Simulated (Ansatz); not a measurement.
The parent structure is Ga2O3 in the corundum structure (space group R-3c, No. 167; a = 5.000 Å, c = 13.449 Å (hexagonal axes)). Axes: x lies along a and z along c of the hexagonal cell.

Computed with PBEsol (Ansatz, an electronic-structure program), scalar-relativistic without spin-orbit coupling.

Modification: tensor shear ε_xz = +2.00 % (engineering shear γ = 0.0400); the atoms relax in the strained cell.

Q: Predict the stress tensor and what it implies for the stiffness.

A: Stress of the strained cell less that of the base (GPa, compression positive):
```
   0.36   -0.67   -3.26
  -0.67    0.23   -0.04
  -3.26   -0.04    0.37
```

Then −Δσ/γ with γ = 2ε = 0.0400 gives secant stiffness values (nonlinear terms included at this strain): C55 ≈ 82 GPa.

Stability against distortions was not tested.
